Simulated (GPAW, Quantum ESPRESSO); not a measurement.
A Quantum ESPRESSO input for a self-consistent single point of Cu (Fm-3m, 1 atom in the cell) (DFT, PBE, plane waves, SSSP 1.1.2 precision (PBE) pseudopotentials):

```fortran
&control
 calculation = 'scf',
 prefix = 'scf',
 outdir = './out',
 pseudo_dir = './',
 verbosity = 'high',
 tprnfor = .true.,
 tstress = .true.,
/
&system
 ibrav = 2,
 celldm(1) = 6.827965992,
 nat = 1,
 ntyp = 1,
 ecutwfc = 75,
 occupations = 'smearing',
 smearing = 'fermi-dirac',
 degauss = 0.0099958,
/
&electrons
 conv_thr = 1.0d-10,
 mixing_beta = 0.3,
/
ATOMIC_SPECIES
Cu    63.5460  Cu_ONCV_PBE-1.0.oncvpsp.upf
ATOMIC_POSITIONS bohr
Cu    0.000000000    0.000000000    0.000000000
K_POINTS automatic
16 16 16  0 0 0
```

Problem. Give the GPAW input for the same structure, mesh, smearing and functional.

Solution. One input that does it (others would too):

```python
from ase import Atoms
from ase.units import GPa
from gpaw import GPAW

atoms = Atoms(['Cu'],
              cell=[[0.000000, 1.806602, 1.806602],
                    [1.806602, 0.000000, 1.806602],
                    [1.806602, 1.806602, 0.000000]],
              scaled_positions=[[0.000000, 0.000000, 0.000000]],
              pbc=True)

calc = GPAW(mode={'name': 'pw', 'ecut': 850},
            xc='PBE',
            kpts={'size': (16, 16, 16), 'gamma': True},
            occupations={'name': 'fermi-dirac', 'width': 0.136},
            nbands=-9,
            convergence={'forces': 0.001},
            symmetry={'symmorphic': False, 'tolerance': 0.0005},
            maxiter=120,
            txt='-')

atoms.calc = calc

energy = atoms.get_potential_energy()
print('Energy (eV):', round(energy, 6))
forces = atoms.get_forces()
print('Forces (eV/Ang):')
print(forces.round(5))
stress = atoms.get_stress()
print('Stress (GPa, Voigt):', (stress / GPa).round(4))
```

Basis, cutoffs, solver keys and any potentials are the target program's own. This input uses DFT PBE, plane waves, GPAW PAW datasets PBE (gpaw-data 1.0.1). Both were run: pressure -0.49 GPa in Quantum ESPRESSO and 3.16 in GPAW.

On Quantum ESPRESSO: the starting cell comes from a database of computed structures (which also holds hypothetical and non-ambient phases and stackings), without a prior relaxation at this level. Its lattice was rescaled by a random factor within 2.5 % of one. Spin polarisation is off.

On GPAW: the starting cell comes from a database of computed structures (which also holds hypothetical and non-ambient phases and stackings), without a prior relaxation at this level. Its lattice was rescaled by a random factor within 2.5 % of one. Spin polarisation is off. With a pressure of about 3 GPa the cell is away from its equilibrium volume at this level.
